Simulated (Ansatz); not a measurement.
WO₃ (Pm-3m, No. 221, 4 atoms in the cell; start mp-19390; a measured phase of this formula has another space group) was calculated with LDA (Ansatz, a quantum-chemistry and plane-wave program, PAW).

Input:

Ansatz 0.2 input:
```yaml
crystal:
  lattice:
    - [3.7766101245, 0.0, 0.0]
    - [0.0, 3.7766101245, 0.0]
    - [0.0, 0.0, 3.7766101245]
  atoms:
    - { symbol: W, position: [0.0, 0.0, 0.0] }
    - { symbol: O, position: [0.0, 0.0, 0.5] }
    - { symbol: O, position: [0.5, 0.0, 0.0] }
    - { symbol: O, position: [0.0, 0.5, 0.0] }
basis:
  ecutwfc: 520
  ecutrho_ratio: 4
  xc_grid: 2
kpoints:
  mp_grid: { grid: [10, 10, 10] }
  band_path:
    path:
      - [0.0, 0.0, 0.0]
      - [0.0, 0.0625, 0.0]
      - [0.0, 0.125, 0.0]
      - [0.0, 0.1875, 0.0]
      - [0.0, 0.25, 0.0]
      - [0.0, 0.3125, 0.0]
      - [0.0, 0.375, 0.0]
      - [0.0, 0.4375, 0.0]
      - [0.0, 0.5, 0.0]
      - [0.0625, 0.5, 0.0]
      - [0.125, 0.5, 0.0]
      - [0.1875, 0.5, 0.0]
      - [0.25, 0.5, 0.0]
      - [0.3125, 0.5, 0.0]
      - [0.375, 0.5, 0.0]
      - [0.4375, 0.5, 0.0]
      - [0.5, 0.5, 0.0]
      - [0.458333, 0.458333, 0.0]
      - [0.416667, 0.416667, 0.0]
      - [0.375, 0.375, 0.0]
      - [0.333333, 0.333333, 0.0]
      - [0.291667, 0.291667, 0.0]
      - [0.25, 0.25, 0.0]
      - [0.208333, 0.208333, 0.0]
      - [0.166667, 0.166667, 0.0]
      - [0.125, 0.125, 0.0]
      - [0.083333, 0.083333, 0.0]
      - [0.041667, 0.041667, 0.0]
      - [0.033333, 0.033333, 0.033333]
      - [0.066667, 0.066667, 0.066667]
      - [0.1, 0.1, 0.1]
      - [0.133333, 0.133333, 0.133333]
      - [0.166667, 0.166667, 0.166667]
      - [0.2, 0.2, 0.2]
      - [0.233333, 0.233333, 0.233333]
      - [0.266667, 0.266667, 0.266667]
      - [0.3, 0.3, 0.3]
      - [0.333333, 0.333333, 0.333333]
      - [0.366667, 0.366667, 0.366667]
      - [0.4, 0.4, 0.4]
      - [0.433333, 0.433333, 0.433333]
      - [0.466667, 0.466667, 0.466667]
      - [0.5, 0.5, 0.5]
      - [0.458333, 0.5, 0.458333]
      - [0.416667, 0.5, 0.416667]
      - [0.375, 0.5, 0.375]
      - [0.333333, 0.5, 0.333333]
      - [0.291667, 0.5, 0.291667]
      - [0.25, 0.5, 0.25]
      - [0.208333, 0.5, 0.208333]
      - [0.166667, 0.5, 0.166667]
      - [0.125, 0.5, 0.125]
      - [0.083333, 0.5, 0.083333]
      - [0.041667, 0.5, 0.041667]
      - [0.5, 0.5, 0.4375]
      - [0.5, 0.5, 0.375]
      - [0.5, 0.5, 0.3125]
      - [0.5, 0.5, 0.25]
      - [0.5, 0.5, 0.1875]
      - [0.5, 0.5, 0.125]
      - [0.5, 0.5, 0.0625]
    npoints: 1
hamiltonian:
  xc: lda
  dispersion: none
  pseudopotentials: { azcp: { folder: ./paw }, kind: paw }
scf:
  occupations: { method: fermi_dirac, width: 0.01 }
  convergence: { dr2_threshold: 0.0000000004 }
output:
  forces: true
  stress: true
  eigenvalues: true
  write_bands: true
```

The run printed, among other lines:

```
Crystal: 4 atoms, lattice volume = 53.865 Å³
Basis set: ecut = 520 eV, 1419 PW (Γ), exchange–correlation on 60×60×60 points (8 copies of the dense FFT grid, shifted against one another)
Bands: 20, of which v1, the nominal top of the filled ones, is band 16 counted from 1 (15 counted from 0)
Symmetry: 48 space group operations
Space group: Pm-3m (ITA 221), of the structure as read, at distance tolerance 3.8e-5 Å
k-points: 56 of 1000
Initial density: superposition of atomic densities (chi_scale 0.1, normalization cell, long waves kept (reshape's long-wave potential 0.00 eV rms))
Functional: x = slater, c = lda
SCF iter   1: F=—  HF=-11799.329634 eV  |F-HF|=—  |Δ(HF+E_count)|=         —  Δρ=1.23e-1  dr2=7.81e0
SCF iter   2: F=—  HF=-11797.728575 eV  |F-HF|=—  |Δ(HF+E_count)|=    1.60e0  Δρ=5.35e-2  dr2=8.63e-1
  ...
SCF iter   8: F=—  HF=-11797.527549 eV  |F-HF|=—  |Δ(HF+E_count)|=   1.31e-6  Δρ=1.94e-6  dr2=9.14e-10
SCF iter   9: F=-11797.527549 eV  HF=-11797.527549 eV  |F-HF|=2.91e-11  |Δ(HF+E_count)|=  6.55e-11  Δρ=3.30e-7  dr2=4.68e-11
SCF 1 converged in 9 iterations: F = -11797.527549 eV  dr2 = 4.68e-11
SCF converged after 9 iterations
Free energy (F): -11797.527549 eV
Internal energy: -11797.527549 eV  (E = F + TS)
E sigma→0 (E₀):  -11797.527549 eV
Fermi energy:    6.231055 eV
--- Stress (GPa, compression-positive) ---
       -0.017155       0.000000       0.000000
        0.000000      -0.017155      -0.000000
        0.000000       0.000000      -0.017155
  P = ⅓ Tr σ = -0.0172 GPa (-0.172 kbar)
```

The PAW data were made under PBE.

A start named mp-… is a Materials Project structure, which need not be a measured phase.
